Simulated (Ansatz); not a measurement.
Data:

```yaml
crystal:
  lattice:
    - [3.05169, 0.00000, 0.00000]
    - [-1.52584, 2.64284, 0.00000]
    - [0.00000, 0.00000, 4.85674]
  atoms:
    - { symbol: Al, position: [0.33333, 0.66667, 0.99558] }
    - { symbol: Al, position: [0.66667, 0.33333, 0.49558] }
    - { symbol: N, position: [0.33333, 0.66667, 0.37922] }
    - { symbol: N, position: [0.66667, 0.33333, 0.87922] }
```

No spin polarisation.

The values are results of PBEsol (Ansatz, a quantum-chemistry and plane-wave program, PAW, no SOC), not measurements. Settings: 12×12×7 k-points, 0.05 eV Fermi–Dirac smearing.

Q: What is the computed band gap?

A: 4.64 eV.

Q: What electron mass does the calculation give?

A: 0.32 mₑ (at Γ).

Q: What is the computed gap character?

A: Direct at Γ.

Load acts through the strain it causes; cell and atoms are relaxed under it. Masses are band curvatures over ±0.01 Å⁻¹ around the edge. Stability against distortions was not tested. Measured, AlN leaves this structure (for rock salt) near 14 GPa (temperature not stated; as listed in Datta, Sujoy, Jana, Debnarayan, arXiv (2020)), on rising pressure, with hysteresis. The cell was made from AlN in the wurtzite structure (space group P6_3mc, No. 186) by this change: pressure 15 GPa.
